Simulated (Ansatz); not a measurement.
**TaAgO3, response to strain**

Start from TaAgO3 (space group R-3c, No. 167; a cell from a computed database, its experimental status unchecked).

```
TaAgO3
1.0
    2.73848     1.58106     4.60118
   -2.73848     1.58106     4.60118
    0.00000    -3.16212     4.60118
Ta Ag O
2 2 6
Direct
  0.00000   0.00000   0.00000
  0.50000   0.50000   0.50000
  0.75000   0.75000   0.75000
  0.25000   0.25000   0.25000
  0.81786   0.68214   0.25000
  0.18214   0.31786   0.75000
  0.25000   0.81786   0.68214
  0.75000   0.18214   0.31786
  0.68214   0.25000   0.81786
  0.31786   0.75000   0.18214
```

Cartesian axes are those of the cell as printed.

Strains are applied to the cell and any free atomic positions relax; under biaxial strain the out-of-plane vector relaxes too.

Calculations: PBEsol in Ansatz (plane waves to 420 eV, PAW, without spin-orbit coupling).

Notes on the quantities. energy relative to the base: free energy F; pressure: mean of the normal stresses, compression positive.

```csv
change,energy relative to the base,band gap,gap character,pressure
base,0 meV/atom,1.77 eV,"indirect, k = (0.125, 0.125, -3/8) in the run's primitive reciprocal basis → F",-0.01 GPa
"biaxial strain +1.58 %, plane normal [001], relaxed out of plane",+4.5 meV/atom,1.85 eV,"indirect, k = (0, -1/2, 0.125) in the run's primitive reciprocal basis → F",-2.51 GPa
uniaxial strain ε_xx = +0.74 %,+0.6 meV/atom,1.77 eV,"indirect, k = (0.125, 0.125, -3/8) in the run's primitive reciprocal basis → Y₂",-1.42 GPa
tensor shear ε_xy = −0.67 %,+0.6 meV/atom,1.74 eV,"indirect, k = (3/8, -0.125, -0.125) in the run's primitive reciprocal basis → T",-0.01 GPa
```

Spin-orbit coupling, missing from the scalar runs, can matter with Ta. Whether these cells are dynamically stable was not tested. k-point labels follow each cell's own Brillouin zone.

Ansatz is a first-principles code.
